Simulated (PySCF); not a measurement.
PySCF 2.14.0, PBE/def2-tzvp, df: Ba(Br)(OH) ([OH][Ba][Br]), 4 atoms. The geometry is a generated start, not checked to be a minimum at this level.

```json
{
 "task": "energy",
 "method": "pbe",
 "basis": "def2-tzvp",
 "two_electron_scheme": "density fitting",
 "mol.max_memory": "3000 MB",
 "mf.max_cycle": "100",
 "mf.init_guess": "minao (default)",
 "mf.DIIS": "CDIIS (default)",
 "mf.diis_space": "8 (default)",
 "mf.conv_tol": "1e-09 (default)",
 "mf.grids.level": "3 (default)",
 "effective_core_potentials": "those of the basis set, past Kr",
 "basis_functions": "125",
 "grid_points": "68240"
}
```

```xyz
4

Ba     0.4367     0.0307    -1.1359
Br    -0.6842     2.5869    -0.8223
O      0.0365    -0.9149     0.7221
H      0.2110    -1.7027     1.2360
```

One run each on 2 threads, 1 BLAS thread. Values of level_shift (Hartree) tried: 0 (default), 0.1, 0.3, 1.

**Question.** Which value of level_shift (Hartree) needs the fewest Fock builds, and what happens away from it?

**Answer.** Fewest Fock builds, within one of each other: 0 (default) with 14, 0.1 with 15. The count rises to 65 at 1. All converge to one solution.

| level_shift (Hartree) | Fock builds | end |
|---|---|---|
| 0 (default) | 14 | same solution |
| 0.1 | 15 | same solution |
| 0.3 | 24 | same solution |
| 1 | 65 | same solution |
